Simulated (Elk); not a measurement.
A self-consistent single point of CaCu2P2 (I4/mmm, 5 atoms in the cell) with Elk.

Method of the run: LDA (PW92), all-electron FP-LAPW, Elk's shipped species files, LAPW+lo basis (Elk).

The change in words: lattice scaled by 0.98. Reference geometry:
```xyz
5
Lattice="-2.0032 2.0032 4.8365 2.0032 -2.0032 4.8365 2.0032 2.0032 -4.8365" Properties=species:S:1:pos:R:3 pbc="T T T"
Ca     0.0000     0.0000     0.0000
Cu     0.0000     2.0032     2.4182
Cu     2.0032     0.0000     2.4182
P      0.0000     0.0000     5.9855
P      0.0000     0.0000     3.6875
```

Reference input (self-consistent single point, DFT, LDA (PW92), all-electron FP-LAPW, Elk's shipped species files, LAPW+lo basis): rgkmax = 7.5; stype = 0; swidth = 0.00367493 Ha; ngridk = 9 9 9; gmaxvr = 16 1/bohr; nxoapwlo = 1; rmtscf = 0.91; maxscl = 100. This run's input differs from it in these lines:

```diff
@@ -25,8 +25,8 @@
 scale
-  10.59219138
+  10.38034725
 
 avec
-   -0.3573938834    0.3573938834    0.8628668636
-    0.3573938834   -0.3573938834    0.8628668636
-    0.3573938834    0.3573938834   -0.8628668636
+   -0.3573938755    0.3573938755    0.8628668701
+    0.3573938755   -0.3573938755    0.8628668701
+    0.3573938755    0.3573938755   -0.8628668701
```

Output, abridged:

```
│ Self-consistent loop started │
│ Loop number : 1 │
 total energy                :     -4617.26062411
│ Loop number : 2 │
 total energy                :     -4622.76958841
RMS change in Kohn-Sham potential (target) :   0.6685566076     (  0.1000000000E-05)
Absolute change in total energy (target)   :    5.508964300     (  0.1000000000E-03)
│ Loop number : 3 │
 total energy                :     -4648.23465983
RMS change in Kohn-Sham potential (target) :   0.3071269895     (  0.1000000000E-05)
Absolute change in total energy (target)   :    26.84231250     (  0.1000000000E-03)
│ Loop number : 4 │
   [... lines left out ...]
Absolute change in total energy (target)   :   0.2038136799E-02 (  0.1000000000E-03)
│ Loop number : 15 │
 total energy                :     -4665.86356245
RMS change in Kohn-Sham potential (target) :   0.1077298865E-05 (  0.1000000000E-05)
Absolute change in total energy (target)   :   0.3973453240E-03 (  0.1000000000E-03)
│ Loop number : 16 │
 total energy                :     -4665.86352592
RMS change in Kohn-Sham potential (target) :   0.2648167098E-06 (  0.1000000000E-05)
Absolute change in total energy (target)   :   0.6280345588E-04 (  0.1000000000E-03)
Convergence targets achieved

│ Loop number : 17 │

Energies :
 Fermi                       :     0.347002237569
 total energy                :     -4665.86351871

Density of states at Fermi energy :    43.23227358
 (states/Hartree/unit cell)

Estimated indirect band gap :   0.4478308173E-03
 from k-point     31 to k-point     64
Estimated direct band gap   :   0.5427460610E-02
 at k-point     71

Charges :
 core                        :    54.00000000
 valence                     :    54.00000000
 interstitial                :    8.539340756
 muffin-tins (core leakage)
  species :    1 (Ca)
   atom    1                 :    17.96799481     (  0.1657038204E-06)
  species :    2 (Cu)
   atom    1                 :    27.90780516     (  0.5557176070E-03)
   atom    2                 :    27.90780516     (  0.5557176070E-03)
  species :    3 (P)
   atom    1                 :    12.83852705     (  0.1018907318E-02)
   atom    2                 :    12.83852705     (  0.1018907318E-02)
 total in muffin-tins        :    99.46065924
 total calculated charge     :    107.9874402
 total charge                :    108.0000000
 error                       :   0.1255975432E-01

│ Self-consistent loop stopped │
```

The run converged in 17 iterations. The count includes the last loop, which Elk runs after its targets are met. Against the reference run the total energy falls by 17.6 meV/atom.

The starting cell comes from a database of computed structures (which also holds hypothetical and non-ambient phases and stackings), without a prior relaxation at this level. For this run, on top of that: lattice scaled by 0.98. Spin polarisation is off. Values depend on the basis (sphere radii, cutoffs, local orbitals), which need not be converged. The run gives no clean gap (levels at the Fermi energy touch, overlap or are partly filled at this smearing), which alone does not show that the compound is a metal. The log's line on a gap gives a spacing of levels on this mesh, which the program prints for metals too.

Cost on one core of a shared machine: roughly 2 min.
